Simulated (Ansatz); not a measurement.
The reference is PbF2 in the anatase structure (space group I4_1/amd, No. 141; a = 4.722 Å, c = 13.053 Å; a hypothetical phase, not in the database extracts checked).

(Cell as relaxed with PBE.)

Levels (all Ansatz, a quantum-chemistry and plane-wave program, PAW): PBE (420 eV, without spin-orbit coupling); PBEsol (420 eV, scalar-relativistic without spin-orbit coupling).

Each level relaxes its own structure.

| quantity | PBE | PBEsol |
|---|---|---|
| volume per atom | 24.25 Å³ | (withheld) |
| lattice parameter a | 4.722 Å | (withheld) |
| lattice parameter c | 13.053 Å | (withheld) |

Task: Given the PBE results, estimate those of PBEsol.

Result: 
- volume per atom, PBEsol: 23.17 Å³
- lattice parameter a, PBEsol: 4.651 Å
- lattice parameter c, PBEsol: 12.853 Å

PBE's volume per atom lies 1.08 Å³ above PBEsol's (4.7 %); PBE's lattice parameter a lies 0.0704 Å above PBEsol's (1.5 %); PBE's lattice parameter c lies 0.200 Å above PBEsol's (1.6 %). Neither level is exact; PBEsol is the comparison here, not a measurement.

Stability against distortions was not tested.
